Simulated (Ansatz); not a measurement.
Consider InSb in the zinc blende structure (space group F-43m, No. 216).

```
CELL_PARAMETERS angstrom
      0.00000     3.27807     3.27807
      3.27807     0.00000     3.27807
      3.27807     3.27807     0.00000
ATOMIC_POSITIONS crystal
  In 0.00000 0.00000 0.00000
  Sb 0.25000 0.25000 0.25000
```

Computed with r2SCAN (Ansatz, a quantum-chemistry and plane-wave program), without spin-orbit coupling.

One change was made to it. Results:

```json
[
 {"quantity": "band gap", "base": "zero", "after": "0.89 eV"},
 {"quantity": "volume per atom", "base": "35.23 Å³", "after": "25.51 Å³"}
]
```

**Question.** What was done to the base?
A. pressure 30 GPa
B. pressure 15 GPa
C. pressure 0.9 GPa

**Answer.** A, pressure 30 GPa. For comparison, the band gap in the other runs: pressure 0.9 GPa gives 0.14 eV; pressure 15 GPa gives 1.15 eV.

Spin-orbit coupling, missing from the scalar runs, can matter with Sb. Load acts through the strain it causes; cell and atoms are relaxed under it. No phonon test of stability was made. Tetrahedral semiconductors of this kind turn to denser phases somewhere between about 1 and 50 GPa; those were not computed, so compressed cells here can lie past the real transition. The final runs are not spin-polarised. Gaps under 0.05 eV, about the width of the smearing, are given as zero. A zero or small gap of InSb can be the functional's error rather than a property of the material.
